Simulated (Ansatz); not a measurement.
The starting structures come from a database of crystals and need not be the phases stable at ambient conditions.

By PBEsol, the system below comes out a metal.

Input:

```xyz
12
Lattice="5.0014 0.0000 0.0000 0.0000 7.0731 0.0000 0.0000 3.5366 3.5366" Properties=species:S:1:pos:R:3 pbc="T T T"
Ir     0.0000     3.5366     0.0000
Ir     2.5007     1.7683     1.7683
Ir     0.0000     0.0000     0.0000
Ir     2.5007     5.3048     1.7683
O      3.2516     6.0112     0.0000
O      1.7499     1.0619     0.0000
O      0.7509     6.3667     1.7683
O      4.2506     4.2429     1.7683
O      1.7499     3.5366     1.0619
O      3.2516     7.0731     2.4747
O      4.2506     1.7683     0.7064
O      0.7509     8.8414     2.8302
```

Space group of this cell: Pa-3. The cell is strained (all lengths scaled by 1.02); by PBEsol its mean pressure is -23.1 GPa.

The current flows along the normal of the first two printed cell vectors, the (110) plane of the conventional cell. No spin-orbit coupling; the value is a mean over 0.1 eV about the Fermi level.

### Question
Estimate the ballistic conductance per area that Ansatz (a first-principles code) with PBEsol returns for this system.

### Answer
0.82 × 10¹⁵ S/m² for both spins.
